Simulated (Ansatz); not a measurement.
L1₂ (Cu3Au-type) Al3Sc, treated with B3LYP (VWN-RPA form) (Ansatz, a program for electronic structure, plane waves, PAW).

Settings: plane-wave cutoff 460 eV, 8×8×8 k mesh, Fermi–Dirac smearing 0.05 eV, scalar-relativistic PAW data made under PBE.

The volume scan:

```tsv
V (Å³/atom)	E − E_lowest (meV/atom)	P (GPa)
16.544	13.62	5.06
16.962	3.77	2.55
17.414	0.00	0.17
17.850	2.33	-1.84
18.285	9.77	-3.60
```

### Question
Estimate the bulk modulus and its pressure derivative from these points.

### Answer
V0 = 17.449 Å³/atom, B0 = 84.9 GPa, B′ = 4.2 (fit to the energies at full precision).

Measured, for comparison: bulk modulus 91.5 ± 1 GPa (298 K, not corrected to a static lattice, polycrystal; as tabulated in A Combined Experimental and First-Principles Based Assessment of …); equilibrium volume per atom 17.27 Å³/atom (room temperature, not corrected to a static lattice; as tabulated in A Combined Experimental and First-Principles Based Assessment of …). Computed (rounded) less measured: bulk modulus -7 %, equilibrium volume per atom +1.0 %.

The computed numbers hold no vibrational or temperature effects.

It cost about 40 core-minutes (a rough figure) of CPU time.
